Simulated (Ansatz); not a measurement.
Consider GaN in the wurtzite structure (space group P6_3mc, No. 186).

```
GaN
1.0
    3.18258     0.00000     0.00000
   -1.59129     2.75619     0.00000
    0.00000     0.00000     5.18543
Ga N
2 2
Direct
  0.33333   0.66667   0.00019
  0.66667   0.33333   0.50019
  0.33333   0.66667   0.37681
  0.66667   0.33333   0.87681
```

Cartesian axes are those of the cell as printed.

Method: PBEsol (Ansatz, a quantum-chemistry and plane-wave program, PAW, no spin-orbit coupling).

Base values:

Valence-band top at Γ: 0.00, 0.00, -0.04 eV

Perturbation: tensile biaxial strain of 2.40 % in the plane normal to [001], as in epitaxy on a mismatched substrate; the out-of-plane cell vector and the atoms relax.

### Question
What happens to the valence-band top at Γ?

### Answer
The valence-band top at Γ (three highest levels, from the VBM) goes from 0.00, 0.00, -0.04 eV to 0.00, -0.14, -0.14 eV.

### Question
Predict the new in-plane stress.

### Answer
The mean in-plane stress (compression positive) is -9.3 GPa.

The levels and masses belong to the bands next to the band gap. No phonon test of stability was made.
